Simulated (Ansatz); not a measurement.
## Response to strain in Si

The reference is Si in the diamond structure (space group Fd-3m, No. 227; a = 5.4443 Å). Axes: x, y, z lie along the cube axes.

Strains are applied to the cell and any free atomic positions relax; under biaxial strain the out-of-plane vector relaxes too.

All numbers come from plane-wave PAW DFT at the r2SCAN level (Ansatz, a first-principles code, 500 eV), no spin-orbit coupling.

Notes on the quantities. pressure: mean of the normal stresses, compression positive; energy relative to the base: free energy F.

```json
[
 {"change": "base", "pressure": "0.00 GPa", "ratio −ε⊥/ε∥": "–", "energy relative to the base": "0 meV/atom"},
 {"change": "biaxial strain −2.50 %, plane normal [111], relaxed out of plane", "pressure": "[?]", "ratio −ε⊥/ε∥": "0.44", "energy relative to the base": "[?]"},
 {"change": "biaxial strain −2.08 %, plane normal [111], relaxed out of plane", "pressure": "3.41 GPa", "ratio −ε⊥/ε∥": "0.44", "energy relative to the base": "+13 meV/atom"},
 {"change": "biaxial strain −1.67 %, plane normal [111], relaxed out of plane", "pressure": "2.70 GPa", "ratio −ε⊥/ε∥": "0.43", "energy relative to the base": "+8.3 meV/atom"},
 {"change": "biaxial strain −1.25 %, plane normal [111], relaxed out of plane", "pressure": "2.00 GPa", "ratio −ε⊥/ε∥": "0.43", "energy relative to the base": "+4.6 meV/atom"},
 {"change": "biaxial strain −0.83 %, plane normal [111], relaxed out of plane", "pressure": "1.31 GPa", "ratio −ε⊥/ε∥": "0.42", "energy relative to the base": "+2.0 meV/atom"},
 {"change": "biaxial strain −0.42 %, plane normal [111], relaxed out of plane", "pressure": "0.65 GPa", "ratio −ε⊥/ε∥": "–", "energy relative to the base": "+0.5 meV/atom"}
]
```

Problem. Some entries are withheld; estimate them.

Solution. 
- biaxial strain −2.50 %, plane normal [111], relaxed out of plane, pressure: 4.15 GPa
- biaxial strain −2.50 %, plane normal [111], relaxed out of plane, energy relative to the base: +19 meV/atom

No phonon test of stability was made.
